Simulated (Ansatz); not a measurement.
The parent structure is PbI2 in the 2H-MoS2 type structure (space group P6_3/mmc, No. 194; a = 4.273 Å, c = 14.362 Å; a hypothetical phase, not in the database extracts checked).

Method: PBEsol-D3(BJ), PAW, 420 eV (Ansatz, a quantum-chemistry and plane-wave program; scalar-relativistic without spin-orbit coupling), earlier PAW set.

Base values:

Volume per atom: 37.85 Å³
Band gap: 1.39 eV

Perturbation: cell and atoms relaxed at a pressure of 3 GPa.

### Question
What happens to the volume per atom and band gap?

### Answer
The volume per atom falls by 4.176 Å³, from 37.85 Å³ to 33.68 Å³; the band gap shrinks by 1.06 eV (1.39 eV → 0.33 eV).

Spin-orbit coupling, missing from the scalar runs, can matter with I and Pb. Load acts through the strain it causes; cell and atoms are relaxed under it. No phonon test of stability was made.
